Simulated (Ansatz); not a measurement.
Start from SiC in the zinc blende structure (space group F-43m, No. 216; a = 4.380 Å).

The values are results of Ansatz (a quantum-chemistry and plane-wave program), PBE, PAW, cutoff 420 eV, no SOC, not measurements.

Base values:

The width of the top valence band is 4.63 eV, the smallest direct gap comes out as 4.53 eV and the lattice parameter a comes out as 438.0 pm.

Now apply this change: cell and atoms relaxed at a pressure of 22.5 GPa.

### Question
How does this affect the width of the top valence band?

### Answer
The width of the top valence band rises by 0.35 eV to 4.98 eV.

### Question
How does this affect the smallest direct gap?

### Answer
The smallest direct gap rises by 0.09 eV, from 4.53 eV to 4.62 eV.

### Question
What happens to the lattice parameter a?

### Answer
The lattice parameter a shrinks by 12.8 pm (438.0 pm → 425.2 pm).

Load acts through the strain it causes; cell and atoms are relaxed under it. Whether these cells are dynamically stable was not tested. Competing high-pressure phases were not computed.
